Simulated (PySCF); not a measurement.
PySCF 2.14.0, HF/cc-pvtz, df: cyclohexane (C1CCCCC1), 18 atoms. The geometry is a generated start, not checked to be a minimum at this level.

```yaml
task: energy
method: hf
basis: cc-pvtz
two_electron_scheme: density fitting
mf.init_guess: minao (default)
mf.DIIS: CDIIS (default)
mf.diis_space: 8 (default)
mf.conv_tol: 1e-09 (default)
basis_functions: 348
```

On 4 threads, 1 BLAS thread. Build: conda-forge: OpenMP (GNU), OpenBLAS with its own threads, libcint, Libxc. Single runs; times are not shown.

Values of mol.max_memory tried: 8000 MB, 4000 MB, 2000 MB, 1000 MB, 500 MB, 300 MB, 200 MB.

Task: Which of these memory settings still run, and by which path?

Result: It runs down to 200 MB, the lowest tried, with the same result. At 8000 MB: fitted integrals in memory. From 500 MB down: fitted integrals in a file.

```json
[
 {"mol.max_memory": "8000 MB", "path": "fitted integrals in memory", "peak memory": "0.88 GiB"},
 {"mol.max_memory": "4000 MB", "path": "fitted integrals in memory", "peak memory": "0.88 GiB"},
 {"mol.max_memory": "2000 MB", "path": "fitted integrals in memory", "peak memory": "0.87 GiB"},
 {"mol.max_memory": "1000 MB", "path": "fitted integrals in memory", "peak memory": "0.64 GiB"},
 {"mol.max_memory": "500 MB", "path": "fitted integrals in a file", "peak memory": "0.29 GiB"},
 {"mol.max_memory": "300 MB", "path": "fitted integrals in a file", "peak memory": "0.20 GiB"},
 {"mol.max_memory": "200 MB", "path": "fitted integrals in a file", "peak memory": "0.16 GiB"}
]
```

Peak memory is the kernel's count for the largest process, libraries included and scratch files not.
